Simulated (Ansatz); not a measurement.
Input and output of a self-consistent single point for NiS₂ (P2_1, 6 atoms in the cell) (Ansatz, a quantum-chemistry and plane-wave program).

Level of theory: PBEsol, default PAW files made with PBE (plane waves; Ansatz).

The change in words: lattice scaled by 0.98. Reference geometry:
```yaml
crystal:
  lattice:
    - [4.07766, 0.00000, 0.00000]
    - [0.00000, 5.20147, 0.00000]
    - [-2.01029, 0.00000, 4.88022]
  atoms:
    - { symbol: Ni, position: [0.75106, 0.83360, 0.74947] }
    - { symbol: Ni, position: [0.24894, 0.33360, 0.25053] }
    - { symbol: S, position: [0.26741, 0.95001, 0.41712] }
    - { symbol: S, position: [0.73259, 0.45001, 0.58288] }
    - { symbol: S, position: [0.76670, 0.21643, 0.91754] }
    - { symbol: S, position: [0.23330, 0.71643, 0.08246] }
```

Reference input (self-consistent single point, DFT, PBEsol, plane waves, default PAW files made with PBE): kpoints.mp_grid.grid = 6 5 5; hamiltonian.xc = pbesol; hamiltonian.pseudopotentials = {kind: paw} (the program's default PAW files); scf.occupations.method = fermi_dirac; scf.occupations.width = 0.02 eV. This run's input differs from it in these lines:

```diff
@@ -3,5 +3,5 @@
   lattice:
-    - [4.077660, 0.000000, 0.000000]
-    - [0.000000, 5.201470, 0.000000]
-    - [-2.010286, 0.000000, 4.880221]
+    - [3.996107, 0.000000, 0.000000]
+    - [0.000000, 5.097441, 0.000000]
+    - [-1.970080, 0.000000, 4.782617]
   atoms:
```

Output, abridged:

```
SCF iter   1: F=—  HF=-15151.410637 eV  |F-HF|=—  |Δ(HF+E_count)|=         —  Δρ=1.09e-2  dr2=5.92e-2  ethr=1.77e-3  ⟨swp⟩=7.3  Hψ=7627  notcnv=0
all-band conjugate gradients solve this SCF's bands
preconditioner: auto → Resta (q_TF=auto, 2.517 Å⁻¹)
SCF iter   2: F=—  HF=-15151.401443 eV  |F-HF|=—  |Δ(HF+E_count)|=   9.19e-3  Δρ=8.77e-3  dr2=6.52e-2  ethr=9.87e-5  ⟨swp⟩=2.6  Hψ=3501  notcnv=0  defer=61
   [... lines left out ...]
SCF iter   6: F=—  HF=-15151.391415 eV  |F-HF|=—  |Δ(HF+E_count)|=   1.59e-5  Δρ=1.16e-4  dr2=1.02e-5  ethr=2.06e-7  ⟨swp⟩=2.1  Hψ=2498  notcnv=0  defer=61
SCF iter   7: F=—  HF=-15151.391456 eV  |F-HF|=—  |Δ(HF+E_count)|=   4.10e-5  Δρ=1.96e-5  dr2=3.30e-7  ethr=1.69e-8  ⟨swp⟩=2.6  Hψ=2692  notcnv=0  defer=61
SCF iter   8: F=—  HF=-15151.391456 eV  |F-HF|=—  |Δ(HF+E_count)|=   1.27e-7  Δρ=2.04e-5  dr2=2.83e-7  ethr=1.67e-10  ⟨swp⟩=8.1  Hψ=7197  notcnv=0
SCF iter   9: F=-15151.391456 eV  HF=-15151.391456 eV  |F-HF|=2.88e-9  |Δ(HF+E_count)|=   2.00e-8  Δρ=2.74e-6  dr2=5.52e-9  ethr=1.67e-10  ⟨swp⟩=3.0  Hψ=6465  notcnv=0
SCF 1 converged in 9 iterations: F = -15151.391456 eV  dr2 = 5.52e-9
Free energy (F): -15151.391456 eV
Internal energy: -15151.391386 eV  (E = F + TS)
E sigma→0 (E₀):  -15151.391421 eV
Entropy (-TS):   -0.000070 eV (-0.012 meV/atom)
Fermi energy:    9.871992 eV
--- Forces (eV/Å), atoms counted from 1 ---
  atom   1  Ni    -0.01076334    -0.00188252     0.01063360
  atom   2  Ni     0.01076334    -0.00188252    -0.01063360
  atom   3  S     -0.43249057     0.20590213     0.50898801
  atom   4  S      0.43249057     0.20590213    -0.50898801
  atom   5  S     -0.42428933    -0.20401956     0.49186292
  atom   6  S      0.42428933    -0.20401956    -0.49186292
--- Stress (GPa, compression-positive) ---
        1.977832       0.000000       1.511822
        0.000000       7.499925       0.000000
        1.511822       0.000000       7.551543
  P = ⅓ Tr σ = 5.6764 GPa (56.764 kbar)
  The stress holds the Pulay correction. Without it, at fixed plane waves, as pw.x and ABINIT print it: P = 5.6455 GPa
```

The run converged in 9 iterations. Against the reference run the free energy rises by 12.4 meV/atom, the pressure goes from -1.36 to 5.68 GPa, the largest force goes from 0.311 to 0.699 eV/Å and the gap on the mesh goes from 0.133 to 0.180 eV.

The starting cell comes from a database of computed structures (which also holds hypothetical and non-ambient phases and stackings), without a prior relaxation at this level. For this run, on top of that: lattice scaled by 0.98. Spin polarisation is off, so a magnetic state, if there is one, cannot be reached. With a pressure of about 6 GPa the cell is away from its equilibrium volume at this level. Ansatz's pressure includes its estimate of the finite-basis (Pulay) stress.

Keys are those of Ansatz 0.2.
